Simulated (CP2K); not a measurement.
Band structure of Tl (P6_3/mmc, 2 atoms in the cell).

```yaml
crystal:
  lattice:
    - [3.56519, 0.00000, 0.00000]
    - [-1.78259, 3.08754, 0.00000]
    - [0.00000, 0.00000, 5.75610]
  atoms:
    - { symbol: Tl, position: [0.33333, 0.66667, 0.25000] }
    - { symbol: Tl, position: [0.66667, 0.33333, 0.75000] }
```

Computed with PBE, GPW, DZVP-MOLOPT-SR-GTH basis, GTH-PBE potentials (GTH_POTENTIALS) run with CP2K.

Settings: CUTOFF = 500 Ry; REL_CUTOFF = 50 Ry; SMEAR/METHOD = FERMI_DIRAC; ELECTRONIC_TEMPERATURE = 580.23 K; KPOINTS/SCHEME = MONKHORST-PACK 9 9 5; XC_FUNCTIONAL = PBE; Tl/BASIS_SET = DZVP-MOLOPT-SR-GTH-q13; Tl/POTENTIAL = GTH-PBE-q13; METHOD = GPW; EPS_DEFAULT = 1e-10; EXTRAPOLATION = USE_GUESS; NGRIDS = 5; SCF_GUESS = ATOMIC; EPS_SCF = 1e-06.

The starting cell comes from a database of computed structures (which also holds hypothetical and non-ambient phases and stackings), without a prior relaxation at this level. Its lattice was rescaled by a random factor within 2.5 % of one. Spin-orbit coupling is off. Values carry the incompleteness of an atom-centred basis.

Levels in eV from the Fermi level, bands 10 to 15:
```
point      10     11     12     13     14    15
-----  ------  -----  -----  -----  -----  ----
Γ      -11.03  -9.34  -5.20  -2.47   7.57  7.57
M      -10.99  -5.62  -4.54  -0.81   0.47  1.36
K      -11.03  -4.56  -4.56  -1.04   1.57  1.57
A      -11.12  -8.08  -8.08   2.98   2.98  8.49
L      -11.00  -4.74  -4.74  -1.94  -1.94  5.34
H      -11.02  -4.19  -4.19  -0.69  -0.69  0.32
```

Bands cross the Fermi level along this path, so the cell is metallic at this level.

Higher empty bands are left out: an atom-centred basis made for the valence describes them poorly.
